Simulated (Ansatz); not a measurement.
# H interstitial started on As in zinc-blende InAs

These are PBE, PAW (plane waves to 420 eV; Ansatz, a program for electronic structure) values and carry that method's errors. Details: 64-site cell; 2×2×2 shifted k-points; start: bound to As, open side; no spin–orbit coupling; the functional closes the host's gap; energies good to tenths of an eV; relaxed from one start, so a lower configuration may exist.

Neighbours after relaxation, in Å: of the H atom: As 1.56, In 2.86, In 2.87, In 2.87, As 3.03, As 3.03, As 3.04.

The name describes the start; the neighbours show where the atoms ended.

| charge | moment (μB) | largest move off a lattice site (Å) |
|---|---|---|
| 0† | fractional | 0.38 |

† Not settled in this cell, so no level is given: charge 0: fractional moment, a level filled in part.

Starting moments that weren't kept: charge 0 began with 1 μB and ended with 0.5.
